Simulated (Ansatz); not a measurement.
Results of r²SCAN (Ansatz, a program for electronic structure, PAW) for BaCu2S2 (Pnma, No. 62).

Numerical settings: plane-wave cutoff 560 eV, 4×8×4 k mesh (along the axes of the cell as run), Fermi–Dirac smearing 0.01 eV, no spin polarisation, scalar-relativistic PAW data made under PBE.

Cell (relaxed at this level):

```yaml
crystal:
  lattice:
    - [9.23680, 0.00000, 0.00000]
    - [0.00000, 4.02583, 0.00000]
    - [0.00000, 0.00000, 10.35521]
  atoms:
    - { symbol: Cu, position: [0.05671, 0.25000, 0.11422] }
    - { symbol: Cu, position: [0.44329, 0.75000, 0.61422] }
    - { symbol: Cu, position: [0.55671, 0.25000, 0.38578] }
    - { symbol: Cu, position: [0.94329, 0.75000, 0.88578] }
    - { symbol: S, position: [0.48141, 0.25000, 0.16673] }
    - { symbol: S, position: [0.01859, 0.75000, 0.66673] }
    - { symbol: S, position: [0.98141, 0.25000, 0.33327] }
    - { symbol: S, position: [0.51859, 0.75000, 0.83327] }
    - { symbol: S, position: [0.15660, 0.75000, 0.04137] }
    - { symbol: S, position: [0.34340, 0.25000, 0.54137] }
    - { symbol: S, position: [0.65660, 0.75000, 0.45863] }
    - { symbol: S, position: [0.84340, 0.25000, 0.95863] }
    - { symbol: Cu, position: [0.41712, 0.75000, 0.04402] }
    - { symbol: Cu, position: [0.08288, 0.25000, 0.54402] }
    - { symbol: Cu, position: [0.91712, 0.75000, 0.45598] }
    - { symbol: Cu, position: [0.58288, 0.25000, 0.95598] }
    - { symbol: Ba, position: [0.26062, 0.75000, 0.32407] }
    - { symbol: Ba, position: [0.23938, 0.25000, 0.82407] }
    - { symbol: Ba, position: [0.76062, 0.75000, 0.17593] }
    - { symbol: Ba, position: [0.73938, 0.25000, 0.67593] }
```

Task: Give the computed band gap, smallest direct gap on the k points sampled and direct gap at Γ.

Result: 
* **band gap**: 1.33 eV
* **smallest direct gap on the k points sampled**: 1.34 eV
* **direct gap at Γ**: 1.36 eV

Spin–orbit coupling is not included.

The computed numbers hold no vibrational or temperature effects.
